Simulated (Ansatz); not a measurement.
Take Zr in the hcp (Mg type) structure (space group P6_3/mmc, No. 194; a = 3.232 Å, c = 5.174 Å) as the base.

The values are results of PBE, PAW, 420 eV (Ansatz, a quantum-chemistry and plane-wave program; scalar-relativistic without spin-orbit coupling), earlier PAW set, not measurements.

One change was made to it. Results:

```
quantity                          base    after
-----------------------------  -------  -------
band gap                          zero     zero
shortest interatomic distance  3.189 Å  3.110 Å
c/a ratio                        1.601    1.615
```

### Question
Name the change that was made.
A) pressure −2 GPa
B) pressure 45 GPa
C) pressure 9 GPa
D) pressure 1.8 GPa
E) pressure 18 GPa

### Answer
C, pressure 9 GPa. For comparison, the shortest interatomic distance in the other runs: pressure 45 GPa gives 2.848 Å; pressure 1.8 GPa gives 3.171 Å; pressure 18 GPa gives 3.050 Å; pressure −2 GPa gives 3.212 Å.

Load acts through the strain it causes; cell and atoms are relaxed under it. Stability against distortions was not tested. All final runs are without spin polarisation. Measured, Zr leaves this structure (for the ω phase) near 3 GPa (temperature not stated; as listed in C. Cazorla, D. Alfè, M. J. Gillan, Physical Review B (2008)).
